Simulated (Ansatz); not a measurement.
Base system: Zr in the hcp (Mg type) structure (space group P6_3/mmc, No. 194; relaxed with 0.1 eV smearing).

```xyz
2
Lattice="3.1825 0.0000 0.0000 -1.5912 2.7561 0.0000 0.0000 0.0000 5.1235" Properties=species:S:1:pos:R:3 pbc="T T T"
Zr     1.5912     0.9187     3.8426
Zr     0.0000     1.8374     1.2809
```

Cartesian axes are those of the cell as printed.

Method: Kohn–Sham DFT with the PBEsol functional, run in Ansatz (a program for electronic structure) with PAW and 420 eV plane waves, spin-orbit coupling left out.

Modification: the cell is scaled by 0.9900 in all directions, atoms relaxed at fixed cell.

Predict the stress tensor and what it implies for the stiffness.

Stress of the strained cell less that of the base (GPa, compression positive):
```
    3.0     0.0     0.0
    0.0     3.0     0.0
    0.0     0.0     3.4
```

Then B = −ΔP/(ΔV/V₀) with ΔV/V₀ = -0.0297 gives secant stiffness values (nonlinear terms included at this strain): B (at held cell shape, above the free-shape value) ≈ 105 GPa.

As a check, the harmonic strain energy −½ V₀ Δσ:ε is 6.6 meV/atom; the computed energy rise is 6.4 meV/atom.

Stability against distortions was not tested. All final runs are without spin polarisation.
